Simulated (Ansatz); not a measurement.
ZrB2, response to strain

Start from ZrB2 (space group P6/mmm, No. 191; a = 3.1552 Å, c = 3.5062 Å; relaxed with 0.1 eV smearing).

Strains are applied to the cell and any free atomic positions relax.

The values are results of Ansatz (a quantum-chemistry and plane-wave program), PBEsol, PAW, cutoff 420 eV, no SOC, not measurements.

Notes on the quantities. energy relative to the base: free energy F.

| isotropic strain (%) | energy relative to the base (meV/atom) |
|---|---|
| -3 | 69.7 |
| -2.5 | 47.7 |
| -2 | 30.1 |
| -1.5 | 16.7 |
| 0 | 0.0 |
| 0.5 | 1.7 |
| 2 | ? |
| 2.5 | 41.3 |
| 3 | 58.6 |

Task: Fit ΔE = Aε² + Bε³ (ε in %) to the rows shown and predict the withheld row.

Result: Least squares on the printed values gives A = 7.12 and B = -0.21 meV/atom (largest residual 0.1 meV/atom); this predicts 26.9 meV/atom, and the run gives 26.8 meV/atom, in agreement.

Whether these cells are dynamically stable was not tested. All final runs are without spin polarisation.
